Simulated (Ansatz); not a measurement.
# CsCl-type ZrIr

Method: LDA in Ansatz (plane waves, PAW).

Settings: plane-wave cutoff 520 eV, 16×16×16 k mesh, Fermi–Dirac smearing 0.05 eV, no spin polarisation, scalar-relativistic PAW data made under PBE.

Cell (relaxed at this level):

```cif
data_IrZr
_chemical_formula_sum 'Zr1 Ir1'
_space_group_name_H-M_alt 'P 1'
_space_group_IT_number 1
_cell_length_a 3.24704
_cell_length_b 3.24704
_cell_length_c 3.24704
_cell_angle_alpha 90.000
_cell_angle_beta 90.000
_cell_angle_gamma 90.000
loop_
_space_group_symop_operation_xyz
  'x, y, z'
loop_
_atom_site_label
_atom_site_type_symbol
_atom_site_fract_x
_atom_site_fract_y
_atom_site_fract_z
_atom_site_occupancy
Zr1 Zr 0.50000 0.50000 0.50000 1
Ir1 Ir 0.00000 0.00000 0.00000 1
```

```json
{
  "band_gap": "none",
  "bulk_modulus": "216 GPa"
}
```

Note: the bulk modulus is −V dP/dV from two relaxed cells at ±2 % in volume; the volume lies 6 % below that of the published cell.

Spin–orbit coupling is not included.

Computed values are for the static lattice.

Ansatz is a first-principles code.
